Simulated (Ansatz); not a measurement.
Consider Si in the diamond structure (space group Fd-3m, No. 227; a = 5.444 Å). Axes: x, y, z lie along the cube axes.

Computed with Ansatz (a quantum-chemistry and plane-wave program), r2SCAN, PAW, cutoff 500 eV, without spin-orbit coupling, earlier PAW set.

Strains are applied to the cell and any free atomic positions relax; under biaxial strain the out-of-plane vector relaxes too.

One change was made to it. Results:

The energy goes up by 6.0 meV/atom; the smallest direct gap falls by 0.30 eV to 2.44 eV.

Problem. Name the change that was made.
A) strain tensor (xx, yy, zz, yz, xz, xy) = (+0.54, −0.99, +0.05, −0.35, −1.55, −0.10) %
B) strain tensor (xx, yy, zz, yz, xz, xy) = (−2.08, +0.63, −0.09, −1.26, +0.77, −0.52) %
C) biaxial strain +3.26 %, plane normal [110], relaxed out of plane
D) uniaxial strain ε_zz = +3.83 %

Solution. A, strain tensor (xx, yy, zz, yz, xz, xy) = (+0.54, −0.99, +0.05, −0.35, −1.55, −0.10) %. For comparison, the energy relative to the base in the other runs: uniaxial strain ε_zz = +3.83 % gives +15 meV/atom; strain tensor (xx, yy, zz, yz, xz, xy) = (−2.08, +0.63, −0.09, −1.26, +0.77, −0.52) % gives +9.1 meV/atom; biaxial strain +3.26 %, plane normal [110], relaxed out of plane gives +28 meV/atom.

A biaxial case was relaxed in a doubled cell and then solved in the primitive one. Whether these cells are dynamically stable was not tested.
